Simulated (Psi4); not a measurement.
Psi4 1.11, M06-L/def2-tzvp: Si(H)(OH)2(SMe) (CS[SiH](O)O), 11 atoms. The geometry is a generated start, not checked to be a minimum at this level.

| Quantity | Value |
|---|---|
| task | gradient |
| method | m06-l |
| basis | def2-tzvp |
| memory | 7 GB |
| scf_type | df (default) |
| guess | auto, which took SAD (default) |
| diis_max_vecs | 10 (default) |
| scf_initial_accelerator | adiis (default) |
| e_convergence | 1e-08 (default) |
| d_convergence | 1e-08 (default) |
| basis functions (reference run) | 203 |
| grid points (reference run) | 2002785 |

```xyz
11

Si     0.8521     0.3572     0.4756
O      2.0386     1.4236     0.2135
O      1.2842    -1.1957     0.2857
S     -0.6092     0.9539    -0.9644
C     -1.9040    -0.2648    -0.5561
H      0.3386     0.3376     1.8297
H      2.8500     1.4021     0.7120
H      1.6281    -1.5361    -0.5372
H     -2.6687    -0.1815    -1.3216
H     -2.3253    -0.0306     0.4162
H     -1.4843    -1.2657    -0.5534
```
Charge 0, spin multiplicity 1.

Differences are taken against the run with dft_radial_points = 200, dft_spherical_points = 974, dft_pruning_scheme = none (default); no run here is proven converged. Single runs; times are not shown.

Settings tried, all else as in the reference:
- dft_radial_points = 150, dft_spherical_points = 770
- dft_radial_points = 25, dft_spherical_points = 50
- dft_radial_points = 75 (default), dft_spherical_points = 302 (default)
- dft_radial_points = 99, dft_spherical_points = 590
- dft_radial_points = 99, dft_spherical_points = 590, dft_pruning_scheme = treutler
- dft_radial_points = 75 (default), dft_spherical_points = 302 (default), dft_pruning_scheme = robust
- dft_radial_points = 75 (default), dft_spherical_points = 302 (default), dft_pruning_scheme = treutler
- dft_radial_points = 75 (default), dft_spherical_points = 434
- dft_radial_points = 50, dft_spherical_points = 194
- dft_radial_points = 99, dft_spherical_points = 590, dft_pruning_scheme = robust
- dft_radial_points = 35, dft_spherical_points = 110

Problem. Sort the settings: which keep to the reference within 1.0 meV/atom in energy, 10 meV/Å in forces (largest component), and which don't?

Solution. Within it: dft_radial_points = 150, dft_spherical_points = 770. Outside: dft_radial_points = 99, dft_spherical_points = 590, dft_pruning_scheme = robust; dft_radial_points = 99, dft_spherical_points = 590; dft_radial_points = 75 (default), dft_spherical_points = 302 (default); dft_radial_points = 75 (default), dft_spherical_points = 302 (default), dft_pruning_scheme = robust; dft_radial_points = 75 (default), dft_spherical_points = 434; dft_radial_points = 50, dft_spherical_points = 194; dft_radial_points = 75 (default), dft_spherical_points = 302 (default), dft_pruning_scheme = treutler; dft_radial_points = 99, dft_spherical_points = 590, dft_pruning_scheme = treutler; dft_radial_points = 25, dft_spherical_points = 50; dft_radial_points = 35, dft_spherical_points = 110.

| setting | grid points | energy against the reference | difference in forces (largest component) |
|---|---|---|---|
| the reference | 2002785 | — | — |
| dft_radial_points = 150, dft_spherical_points = 770 | 1194271 | −0.0076 meV/atom | 0.66 meV/Å |
| dft_radial_points = 99, dft_spherical_points = 590, dft_pruning_scheme = robust | 424715 | +0.049 meV/atom | 14 meV/Å |
| dft_radial_points = 99, dft_spherical_points = 590 | 606749 | +0.048 meV/atom | 14 meV/Å |
| dft_radial_points = 75 (default), dft_spherical_points = 302 (default) | 236388 | +0.14 meV/atom | 26 meV/Å |
| dft_radial_points = 75 (default), dft_spherical_points = 302 (default), dft_pruning_scheme = robust | 162334 | +0.26 meV/atom | 28 meV/Å |
| dft_radial_points = 75 (default), dft_spherical_points = 434 | 339447 | +0.11 meV/atom | 28 meV/Å |
| dft_radial_points = 50, dft_spherical_points = 194 | 102977 | −6.7 meV/atom | 77 meV/Å |
| dft_radial_points = 75 (default), dft_spherical_points = 302 (default), dft_pruning_scheme = treutler | 130390 | −0.51 meV/atom | 79 meV/Å |
| dft_radial_points = 99, dft_spherical_points = 590, dft_pruning_scheme = treutler | 316739 | −0.69 meV/atom | 82 meV/Å |
| dft_radial_points = 25, dft_spherical_points = 50 | 13346 | −78 meV/atom | 1700 meV/Å |
| dft_radial_points = 35, dft_spherical_points = 110 | 40967 | −110 meV/atom | 1800 meV/Å |

Total energies are compared; such shifts often cancel in part in energy differences. The gradients leave out the derivatives of the grid weights. The tolerance is a choice made for this comparison.
